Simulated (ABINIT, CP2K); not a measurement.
A CP2K input for a self-consistent single point of MgF2 (Pnnm, 6 atoms in the cell) (DFT LDA (Pade form), GPW, DZVP-MOLOPT-SR-GTH basis, GTH-PADE potentials (GTH_POTENTIALS)):

```
&GLOBAL
  PROJECT scf
  RUN_TYPE ENERGY_FORCE
  PRINT_LEVEL MEDIUM
&END GLOBAL
&FORCE_EVAL
  METHOD Quickstep
  STRESS_TENSOR ANALYTICAL
  &DFT
    BASIS_SET_FILE_NAME BASIS_MOLOPT
    POTENTIAL_FILE_NAME GTH_POTENTIALS
    &QS
      METHOD GPW
      EPS_DEFAULT 1E-10
    &END QS
    &MGRID
      CUTOFF 1000
      REL_CUTOFF 50
      NGRIDS 5
    &END MGRID
    &SCF
      SCF_GUESS ATOMIC
      EPS_SCF 1E-6
      MAX_SCF 100
      ADDED_MOS 9
      &DIAGONALIZATION
        ALGORITHM STANDARD
      &END DIAGONALIZATION
      &MIXING
        METHOD BROYDEN_MIXING
        ALPHA 0.3
        NBUFFER 12
      &END MIXING
    &END SCF
    &KPOINTS
      SCHEME MACDONALD 6 6 9 0.08333333333 0.08333333333 0
    &END KPOINTS
    &XC
      &XC_FUNCTIONAL PADE
      &END XC_FUNCTIONAL
    &END XC
    &PRINT
      &MO
        EIGENVALUES T
        OCCUPATION_NUMBERS T
        NDIGITS 8
        FILENAME mo
        &EACH
          QS_SCF 0
        &END EACH
        ADD_LAST NUMERIC
      &END MO
      &MULLIKEN ON
      &END MULLIKEN
    &END PRINT
  &END DFT
  &SUBSYS
    &CELL
      A 4.57942900 0.00000000 0.00000000
      B 0.00000000 4.66913400 0.00000000
      C 0.00000000 0.00000000 3.04934700
      PERIODIC XYZ
    &END CELL
    &COORD
      SCALED
      Mg       0.50000000     0.50000000     0.50000000
      Mg       0.00000000     0.00000000     0.00000000
      F        0.78583000     0.17982000     0.50000000
      F        0.21417000     0.82018000     0.50000000
      F        0.28583000     0.32018000     0.00000000
      F        0.71417000     0.67982000     0.00000000
    &END COORD
    &KIND Mg
      BASIS_SET DZVP-MOLOPT-SR-GTH
      POTENTIAL GTH-PADE-q10
    &END KIND
    &KIND F
      BASIS_SET DZVP-MOLOPT-SR-GTH
      POTENTIAL GTH-PADE-q7
    &END KIND
  &END SUBSYS
  &PRINT
    &FORCES ON
    &END FORCES
    &STRESS_TENSOR ON
    &END STRESS_TENSOR
  &END PRINT
&END FORCE_EVAL
```

Q: Write the same calculation as an input for ABINIT.

A: One input that does it (others would too):

```
# MgF2, PseudoDojo nc-sr-04 LDA standard
pp_dirpath "./"
pseudos "Mg.upf, F.upf"
acell 3*1.0 Angstrom
rprim
         4.5794290000    0.0000000000    0.0000000000
         0.0000000000    4.6691340000    0.0000000000
         0.0000000000    0.0000000000    3.0493470000
natom 6
ntypat 2
znucl 12 9
typat 1 1 2 2 2 2
xred
         0.5000000000    0.5000000000    0.5000000000
         0.0000000000    0.0000000000    0.0000000000
         0.7858300000    0.1798200000    0.5000000000
         0.2141700000    0.8201800000    0.5000000000
         0.2858300000    0.3201800000    0.0000000000
         0.7141700000    0.6798200000    0.0000000000
ecut 42 Ha
occopt 1
nband 26
kptopt 1
ngkpt 6 6 9
nshiftk 1
shiftk 0 0 0
nstep 50
tolvrs 1.0e-12
diemac 6
prtwf 0
prtden 0
```

Basis, cutoffs, solver keys and any potentials are the target program's own. This input uses DFT, LDA (PW92), plane waves, norm-conserving pseudopotentials (PseudoDojo nc-sr-04 LDA standard). LDA parametrisations can differ slightly between programs.

The starting cell comes from a database of computed structures (which also holds hypothetical and non-ambient phases and stackings), without a prior relaxation at this level. Its lattice was rescaled by a random factor within 2.5 % of one.
